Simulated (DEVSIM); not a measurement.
Device: Ru/Al2O3/n-Ge capacitor, at 300 K.

Layer 1 from the left is Al2O3, thickness (nm) 12.0. Layer 2 from the left is Ge, thickness (nm) 4000, Nd (cm⁻³) 2.2e16.

Metal gate on the left, work function 4.7 eV. Fixed charge at the semiconductor interface -4.9e11 cm⁻² (in units of +e); interface traps 1e10 cm⁻² eV⁻¹, uniform in energy, neutral level at 0.5 of the gap above the valence band.

Constants are typed, rounded textbook-type inputs, not results; the design itself was drawn at random and stands for no fabricated device. Values at 300 K.

Al2O3: gap (eV) 6.8, affinity (eV) 1.35, permittivity 9. Ge: gap (eV) 0.664, affinity (eV) 4, permittivity 16, Nc (cm⁻³) 1.04e19, Nv (cm⁻³) 6e18.

Simulated with DEVSIM: 1D Poisson equation in equilibrium, Boltzmann statistics, complete ionisation; no quantum confinement or tunnelling. Metal contacts follow the ideal Schottky-Mott rule: no Fermi-level pinning, no interface dipoles.

Task: What does the simulation give for the threshold voltage (band bending 2φF), the minimum of the low-frequency capacitance, the flat-band voltage?

Result: threshold voltage (band bending 2φF) 0.21 V; minimum of the low-frequency capacitance 0.0906 μF/cm²; flat-band voltage 0.66 V.
